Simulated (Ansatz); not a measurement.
Cost and result by functional for the surface energy of the (221) surface of bcc W in its 1x1 cell, outermost plane spacing 0.53 Å in the ideal cut, in Ansatz (plane waves, PAW). Single points on the PBE structure, on one kind of machine; costs are rough ratios of the slab run's core time (references not counted) to the cheapest single point. r2SCAN's cost holds its higher cutoff (500 against 420 eV). Differences are taken against r2SCAN for comparison alone: no measured value is at hand, so the table doesn't rank accuracy.

Set-up: 20 atoms, 10.1 Å thick at the start (thin: gaps and levels are the slab's own); mesh 9x6x1; 0.1 eV smearing; dipole correction on; all atoms relaxed; held to the part of the start's symmetry that mesh and held atoms allow; no spin, no spin-orbit, no U. These notes are the PBE run's.

```csv
functional,relative cost,surface energy (J/m²),less r2SCAN (J/m²)
PBEsol,1,3.92,0.03
LDA,1,3.97,0.08
RPBE,1,3.42,-0.47
r2SCAN,2,3.89,0.00
PBE (the relaxed run's value),–,3.60,-0.30
```

The values span 0.55 J/m², while the single points' costs differ by a factor of roughly 2. Differences are of unrounded values.

Ansatz is an electronic-structure program.
